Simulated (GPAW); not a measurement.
GPAW 25.7.0, DFT, PBE, plane waves, PAW datasets of gpaw-data 1.0.1: MoS2 (from the phase in space group 194, mp-1018809) (S4Mo2), 6 atoms, spin-polarised from a ferromagnetic start (2 μB on Mo). Basis and mesh were picked for this test and aren't claimed converged.

- cell: 3.19, 3.19, 13.18 Å; 90, 90, 120°
- task: scf
- mode.name: pw
- mode.ecut: 350 eV
- xc: PBE
- k mesh: 6×6×1
- kpts.gamma: true
- occupations.name: fermi-dirac
- occupations.width: 0.02 eV
- convergence.density (electrons an electron): 1e-05
- maxiter: 150
- parallel.kpt: 2
- parallel.band: 1
- parallel.domain: 1
- parallel.sl_auto: false
- parallel.augment_grids: true
- eigensolver.name: dav (default)
- eigensolver.niter: 2 (default)
- convergence.eigenstates (eV² an electron): 4e-08 (default)
- convergence.energy (eV an electron): 0.0005 (default)
- k-points after symmetry (for each spin): 20
- bands: 38
- electrons: 52
- plane waves: 1731
- coarse grid: 14*14*60
- symmetry operations: 2

Settings of this run: mixer.beta = 0.05, mixer.nmaxold = 5, mixer.weight = 50, mixer.backend = pulay, mixer.method = separate; 2 ranks.

| iteration | energy (eV) | log10 change of eigenstates | log10 change of density |
|---|---|---|---|
| 2 | -43.906085 | -0.67 | -1.10 |
| 3 | -43.864315 | -1.20 | -1.11 |
| 4 | -45.417580 | -0.77 | -1.28 |
| 5 | -43.908871 | -1.45 | -1.30 |
| 6 | -46.230523 | -0.75 | -1.53 |
| 7 | -44.528017 | -1.83 | -1.22 |
| 8 | -46.163133 | -1.21 | -1.41 |
| 9 | -140.773027 | +0.34 | -1.14 |
| 10 | -131.706208 | -1.15 | -0.46 |
| 11 | -101.515909 | -1.32 | -0.47 |
| 12 | -98.480386 | -1.91 | -0.53 |
| 13 | -43.704616 | +0.20 | -0.55 |
| 14 | -56.332789 | -0.79 | -1.46 |
| 15 | -74.335048 | -0.87 | -0.79 |
| … | … | … | … |
| 76 | -44.263761 | -3.24 | -1.52 |
| 77 | -44.234704 | -3.74 | -1.58 |
| 78 | -44.499544 | -2.74 | -1.59 |
| 79 | -43.975889 | -1.46 | -1.47 |
| 80 | -44.948060 | -1.41 | -1.95 |
| 81 | -44.833428 | -2.70 | -1.38 |
| 82 | -44.883154 | -3.49 | -1.38 |
| 83 | -45.246810 | -2.79 | -1.37 |
| … | … | … | … |
| 143 | -43.958084 | -5.68 | -2.12 |
| 144 | -43.973756 | -3.00 | -2.11 |
| 145 | -44.033095 | -2.79 | -2.15 |
| 146 | -43.985919 | -3.63 | -1.96 |
| 147 | -43.986705 | -4.52 | -2.15 |
| 148 | -44.013037 | -3.68 | -2.17 |
| 149 | -43.976271 | -2.33 | -2.03 |
| 150 | -43.964505 | -3.74 | -2.20 |

It was not converged within maxiter = 150.

Which change of settings makes this cycle converge?

Several could match; the one computed here: mixer.method = sum (23 SCF iterations) or mixer.method = difference (default) (26 SCF iterations), all else kept. With more settings changed, the fewest of all runs of this system: mixer.beta = 0.6, mixer.nmaxold = 8, mixer.weight = 1, mixer.method = difference (default) (11). Counts are of single runs.
